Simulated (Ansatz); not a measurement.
## Cost against accuracy: kpoints.mp_grid.grid for Zr2CuS4 (Fd-3m, 14 atoms in the cell)

Cell: a = 7.2452 Å, b = 7.2452 Å, c = 7.2452 Å, α = 60.00°, β = 60.00°, γ = 60.00°.

Computed with LDA (PW92), default PAW files made with PBE (plane waves; Ansatz, a first-principles code).

Base settings: basis.ecutwfc = 420 eV; kpoints.mp_grid.grid = 3 3 3; hamiltonian.xc = lda; hamiltonian.pseudopotentials = {kind: paw} (the program's default PAW files); scf.occupations.method = gaussian; scf.occupations.width = 0.1 eV.

Misses are taken against the tightest run, 14 14 14, which need not be fully converged itself. The energy is the free energy per atom.

The count of work is k-points × plane waves × bands × iterations; it is no time, and leaves out set-up, grids and terms that scale otherwise. Core times come from one kind of shared machine and are given to one figure; runs under 30 s give none.

The starting cell comes from a database of published, mostly measured structures (it also holds non-ambient and calculated ones), without a prior relaxation at this level. Its lattice was rescaled by a random factor within 2.5 % of one. Spin polarisation is off. Ansatz's pressure includes its estimate of the finite-basis (Pulay) stress.

| kpoints.mp_grid.grid | energy less reference (meV/atom) | pressure less reference (GPa) | largest difference in the force on any atom (eV/Å) | count of work / reference | core time / reference (rough) |
|---|---|---|---|---|---|
| 1 1 1 | 409.85 | 2.52 | 0.328 | 0.016 | – |
| 2 2 2 | 10.27 | 0.12 | 0.097 | 0.029 | – |
| 3 3 3 | -0.49 | 0.07 | 0.011 | 0.043 | – |
| 4 4 4 | 0.02 | -0.02 | 0.015 | 0.077 | – |
| 5 5 5 | -0.22 | -0.01 | 0.008 | 0.096 | – |
| 6 6 6 | 0.39 | 0.02 | 0.007 | 0.15 | – |
| 8 8 8 | 0.12 | 0.00 | 0.000 | 0.28 | 0.4 |
| 9 9 9 | -0.04 | 0.00 | 0.001 | 0.34 | 0.5 |
| 11 11 11 | 0.00 | 0.00 | 0.001 | 0.54 | 0.6 |
| 14 14 14 | 0.00 | 0.00 | 0.000 | 1.0 | 1 |

Coarsest setting among those run that, with all tighter ones, holds the energy within 5 meV/atom of the reference: 3 3 3, off by 0.49 meV/atom; it needs 0.043 of the reference's count of work.

The step from 1 1 1 to 3 3 3: it takes the miss in the energy from 410 to 0.49 meV/atom, for 2.8 times the count of work.

Keys are those of Ansatz 0.2.
